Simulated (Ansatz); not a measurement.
Worked example: zone-centre phonon calculation of InBi (P4/nmm, 4 atoms in the cell) in Ansatz (a program for electronic structure).

Level of theory: LDA (PW92), default PAW files made with PBE (plane waves; Ansatz).

```xyz
4
Lattice="4.9256 0.0000 0.0000 0.0000 4.9256 0.0000 0.0000 0.0000 5.2379" Properties=species:S:1:pos:R:3 pbc="T T T"
In     2.4628     2.4628     0.0000
In     0.0000     0.0000     0.0000
Bi     2.4628     0.0000     1.8857
Bi     0.0000     2.4628     3.3522
```

Reference input (self-consistent single point, DFT, LDA (PW92), plane waves, default PAW files made with PBE): basis.ecutwfc = 420 eV; kpoints.mp_grid.grid = 7 7 6; hamiltonian.xc = lda; hamiltonian.pseudopotentials = {kind: paw} (the program's default PAW files); scf.occupations.method = gaussian; scf.occupations.width = 0.1 eV. This run's input differs from it in these lines:

Ansatz 0.2 input:
```diff
@@ -18,7 +18,5 @@
 scf:
-  occupations: { method: gaussian, width: 0.1 }
-output:
-  forces: true
-  eigenvalues: true
-  stress: true
+  occupations: { method: gaussian, width: 0.05 }
+phonons:
+  method: dfpt
```

Log, with long lists cut:

```
SCF iter   1: F=—  HF=-35085.955006 eV  |F-HF|=—  |Δ(HF+E_count)|=         —  Δρ=5.32e-3  dr2=2.37e-2  ethr=1.77e-3  ⟨swp⟩=7.3  Hψ=10102  notcnv=0
all-band conjugate gradients solve this SCF's bands
preconditioner: auto → Kerker (q_TF=auto, 2.380 Å⁻¹)
SCF iter   2: F=—  HF=-35085.948482 eV  |F-HF|=—  |Δ(HF+E_count)|=   6.52e-3  Δρ=2.29e-3  dr2=4.93e-3  ethr=4.23e-5  ⟨swp⟩=2.0  Hψ=3832  notcnv=0  defer=24
   [... lines left out ...]
SCF iter   7: F=—  HF=-35085.947155 eV  |F-HF|=—  |Δ(HF+E_count)|=   2.88e-8  Δρ=3.54e-6  dr2=1.95e-8  ethr=5.64e-10  ⟨swp⟩=2.8  Hψ=3626  notcnv=0  defer=24
SCF iter   8: F=—  HF=-35085.947155 eV  |F-HF|=—  |Δ(HF+E_count)|=  4.37e-10  Δρ=7.19e-7  dr2=9.85e-10  ethr=3.48e-11  ⟨swp⟩=2.4  Hψ=3065  notcnv=0  defer=24
SCF iter   9: F=—  HF=-35085.947155 eV  |F-HF|=—  |Δ(HF+E_count)|=  1.75e-10  Δρ=1.69e-7  dr2=5.41e-11  ethr=1.76e-12  ⟨swp⟩=2.5  Hψ=2910  notcnv=0  defer=24
SCF iter  10: F=-35085.947155 eV  HF=-35085.947155 eV  |F-HF|=0.00e0  |Δ(HF+E_count)|=    0.00e0  Δρ=3.34e-8  dr2=1.72e-12  ethr=1.00e-12  ⟨swp⟩=10.4  Hψ=11513  notcnv=0
SCF 1 converged in 10 iterations: F = -35085.947155 eV  dr2 = 1.72e-12
DFPT response loops at Γ: preconditioner auto → Kerker (q_TF=auto, 2.380 Å⁻¹) (partly filled bands, converged f_vac=0.000) …
Free energy (F): -35085.947155 eV
Internal energy: -35085.945648 eV  (E = F + TS)
E sigma→0 (E₀):  -35085.946401 eV
Entropy (-TS):   -0.001507 eV (-0.377 meV/atom)
Fermi energy:    8.983962 eV
--- Phonons (Γ-DFPT): 4 representative perturbations + reference, on 64 of 294 k-points (Σ response iterations 12) ---
  k mesh reduced under 4 symmetry operations, with k and −k counted as one. Each operation leaves every solved displacement unchanged or reverses it
  ASR residual: 1.265e-4 → 0.000e0 eV/Å²; symmetrization residual: 2.634e-5 eV/Å²
  ASR residual per site (eV/Å²): 2.69e-5 2.69e-5 1.27e-4 1.27e-4
  Γ frequencies (cm⁻¹): 0.00 0.00 0.00 36.68 36.68 71.19 73.74 73.74 75.33 102.53 102.53 120.07
  non-analytic LO–TO correction: not included (Born effective charges unavailable; polar crystals: no LO–TO splitting at Γ)
```

The run converged in 10 iterations. 

Summary of the result:
- Free energy E − TS (on the zero of these files) = -35085.9472 eV
- Fermi level (on the code's own zero) = 8.98 eV
- Zone-centre frequencies (cm⁻¹; negative means imaginary) = 0, 0, 0, 37, 37, 71, 74, 74, 75, 103, 103, 120

The starting cell comes from a database of computed structures (which also holds hypothetical and non-ambient phases and stackings), without a prior relaxation at this level. Its lattice was rescaled by up to half a per cent.

Cost on one core of a shared machine: roughly 2 min.
